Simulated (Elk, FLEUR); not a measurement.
An Elk input for a self-consistent single point of TlCrTe₂ (P-3m1, 4 atoms in the cell) (DFT, PBEsol, all-electron FP-LAPW, Elk's shipped species files, APW+lo basis with extra local orbitals):

```
tasks
  0

xctype
  22

spinpol
  .true.

reducebf
  0.7

rgkmax
  8.0

gmaxvr
  14.0

nxlo
  2

lorbcnd
  .true.

rmtscf
  0.99

lmaxi
  3

nempty
  8

stype
  0

swidth
  0.00499791

maxscl
  100

scale
  7.766452917

avec
    1.0000000000    0.0000000060    0.0000000000
   -0.5000000052    0.8660254008    0.0000000000
    0.0000000000    0.0000000000    1.9341141134

atoms
  3
  'Cr.in'
  1
  0.0000000000  0.0000000000  0.5000000000    0.0 0.0 -3.0
  'Tl.in'
  1
  0.0000000000  0.0000000000  0.0000000000    0.0 0.0 0.0
  'Te.in'
  2
  0.6666666667  0.3333333333  0.6833000000    0.0 0.0 0.0
  0.3333333333  0.6666666667  0.3167000000    0.0 0.0 0.0

ngridk
  5 5 3
```

**Question.** Write the same calculation as an input for FLEUR.

**Answer.** This is the input that was run; spellings and numerical settings could be chosen otherwise.

Input of the input generator:

```
TlCrTe2
&input film=f /
1.0000000000 0.0000000060 0.0000000000
-0.5000000052 0.8660254008 0.0000000000
0.0000000000 0.0000000000 1.9341141134
7.7664529167
1.0 1.0 1.0

4
24 0.0000000000 0.0000000000 0.5000000000 : 3.00
81 0.0000000000 0.0000000000 -0.0000000000 : 0.00
52 0.6666666667 0.3333333333 0.6833000000 : 0.00
52 0.3333333333 0.6666666667 0.3167000000 : 0.00

&comp jspins=2 /
&exco xctyp='PBEs' /
&kpt div1=5 div2=5 div3=3 /
&end /
```

```xml
<?xml version="1.0" encoding="UTF-8" standalone="no"?>
<fleurInput fleurInputVersion="0.39">
   <comment>
      TlCrTe2                                                                                             
   </comment>
   <calculationSetup>
      <cutoffs Kmax="4.1" Gmax="16.4" GmaxXC="16.4" numbands="0"/>
      <scfLoop itmax="100" minDistance="0.00001" maxIterBroyd="15" imix="Anderson" alpha="0.05" precondParam="0.0" spinf="2.0"/>
      <coreElectrons ctail="T" frcor="F" kcrel="0" coretail_lmax="0"/>
      <xcFunctional name="PBEs" relativisticCorrections="F"/>
      <magnetism jspins="2"/>
      <soc l_soc="F" theta="0.0" phi="0.0" spav="F"/>
      <expertModes spex="0" secvar="F"/>
      <geometryOptimization l_f="T" forcealpha="1.0" forcemix="BFGS" epsdisp="0.00001" epsforce="0.00001"/>
      <ldaU l_linMix="F" mixParam="0.05" spinf="1.0"/>
   </calculationSetup>
   <cell>
      <bzIntegration valenceElectrons="59.0" mode="gauss" fermiSmearingEnergy="0.00499791">
         <kPointListSelection listName="default-1"/>
         <!-- k-points included here -->
         <xi:include xmlns:xi="http://www.w3.org/2001/XInclude" href="kpts.xml"> </xi:include>
      </bzIntegration>
      <!-- symmetry operations included here -->
      <xi:include xmlns:xi="http://www.w3.org/2001/XInclude" href="sym.xml"> </xi:include>
      <bulkLattice scale="1.0">
         <bravaisMatrix>
            <row-1>    7.7664529166999996     0.0000000465987175     0.0000000000000000</row-1>
            <row-2>   -3.8832264987355547     6.7259454999794466     0.0000000000000000</row-2>
            <row-3>    0.0000000000000000     0.0000000000000000    15.0212061972460642</row-3>
         </bravaisMatrix>
      </bulkLattice>
   </cell>
   <atomSpecies>
      <species name="Chromium (3.000" element="Cr" atomicNumber="24">
         <mtSphere radius="2.41" gridPoints="849" logIncrement="0.014"/>
         <atomicCutoffs lmax="10" lnonsphr="8"/>
         <electronConfig flipSpins="F">
            <coreConfig>(1s1/2) (2s1/2) (2p1/2) (2p3/2)</coreConfig>
            <valenceConfig>(3s1/2) (3p1/2) (3p3/2) (4s1/2) (3d3/2) (3d5/2)</valenceConfig>
            <stateOccupation state="(4s1/2)" spinUp="0.5" spinDown="0.5"/>
            <stateOccupation state="(3d3/2)" spinUp="1.0" spinDown="1.0"/>
            <stateOccupation state="(3d5/2)" spinUp="3.0" spinDown="0.0"/>
         </electronConfig>
         <energyParameters s="4" p="4" d="3" f="4"/>
         <lo type="SCLO" l="0" n="3" eDeriv="0"/>
         <lo type="SCLO" l="1" n="3" eDeriv="0"/>
      </species>
      <species name="Thallium (Tl)" element="Tl" atomicNumber="81">
         <mtSphere radius="2.63" gridPoints="925" logIncrement="0.015"/>
         <atomicCutoffs lmax="10" lnonsphr="8"/>
         <electronConfig flipSpins="F">
            <coreConfig>(1s1/2) (2s1/2) (2p1/2) (2p3/2) (3s1/2) (3p1/2) (3p3/2) (4s1/2) (3d3/2) (3d5/2) (4p1/2) (4p3/2) (5s1/2) (4d3/2) (4d5/2) (4f5/2) (4f7/2) (5p1/2) (5p3/2)</coreConfig>
            <valenceConfig>(6s1/2) (5d3/2) (5d5/2) (6p1/2) (6p3/2)</valenceConfig>
            <stateOccupation state="(6p1/2)" spinUp="0.1666666667" spinDown="0.1666666667"/>
            <stateOccupation state="(6p3/2)" spinUp="0.3333333333" spinDown="0.3333333333"/>
         </electronConfig>
         <energyParameters s="6" p="6" d="6" f="5"/>
         <lo type="SCLO" l="2" n="5" eDeriv="0"/>
      </species>
      <species name="Tellurium (Te)" element="Te" atomicNumber="52">
         <mtSphere radius="2.41" gridPoints="849" logIncrement="0.015"/>
         <atomicCutoffs lmax="10" lnonsphr="8"/>
         <electronConfig flipSpins="F">
            <coreConfig>(1s1/2) (2s1/2) (2p1/2) (2p3/2) (3s1/2) (3p1/2) (3p3/2) (4s1/2) (3d3/2) (3d5/2) (4p1/2) (4p3/2)</coreConfig>
            <valenceConfig>(5s1/2) (4d3/2) (4d5/2) (5p1/2) (5p3/2)</valenceConfig>
            <stateOccupation state="(5p1/2)" spinUp="0.6666666667" spinDown="0.6666666667"/>
            <stateOccupation state="(5p3/2)" spinUp="1.333333333" spinDown="1.333333333"/>
         </electronConfig>
         <energyParameters s="5" p="5" d="5" f="4"/>
         <lo type="SCLO" l="2" n="4" eDeriv="0"/>
      </species>
   </atomSpecies>
   <atomGroups>
      <atomGroup species="Chromium (3.000">
         <relPos label="                   1">.0000000000 .0000000000 1.000/2.000</relPos>
         <force calculate="T" relaxXYZ="TTT"/>
      </atomGroup>
      <atomGroup species="Thallium (Tl)">
         <relPos label="                   2">.0000000000 .0000000000 .0000000000</relPos>
         <force calculate="T" relaxXYZ="TTT"/>
      </atomGroup>
      <atomGroup species="Tellurium (Te)">
         <relPos label="                   3">-1.000/3.000 1.000/3.000 -.3167000000</relPos>
         <relPos label="                   4">1.000/3.000 -1.000/3.000 .3167000000</relPos>
         <force calculate="T" relaxXYZ="TTT"/>
      </atomGroup>
   </atomGroups>
   <output dos="F" band="F" slice="F">
      <checks vchk="F" cdinf="F"/>
      <bandDOS minEnergy="-.5*Htr" maxEnergy="0.5*Htr" sigma="0.015" storeEVData="T"/>
      <vacuumDOS vacdos="F" integ="F" star="F" nstars="0" locx1="0.0" locy1="0.0" locx2="0.0" locy2="0.0" nstm="0" tworkf="0.0"/>
      <unfoldingBand unfoldBand="F" supercellX="1" supercellY="1" supercellZ="1"/>
      <plotting iplot="0" polar="F">
         <plot TwoD="T" vec1="  1.0  0.0  0.0" vec2="  0.0  1.0  0.0" vec3="  0.0  0.0  1.0" zero="  0.0  0.0  0.0" file="plot"/>
      </plotting>
      <chargeDensitySlicing numkpt="0" minEigenval="0.0" maxEigenval="0.0" nnne="0" pallst="F"/>
      <specialOutput eonly="F"/>
      <magneticCircularDichroism mcd="F" energyLo="-10.0" energyUp="0.0"/>
   </output>
  <!-- We include the file relax.xml here to enable relaxations (see documentation) -->
  <xi:include xmlns:xi="http://www.w3.org/2001/XInclude" href="relax.xml"> <xi:fallback/> </xi:include>
</fleurInput>
```

Basis, cutoffs, solver keys and any potentials are the target program's own. This input uses DFT, PBEsol, all-electron FLAPW (FLEUR), scalar-relativistic valence.

The starting cell comes from a database of computed structures (which also holds hypothetical and non-ambient phases and stackings), without a prior relaxation at this level.
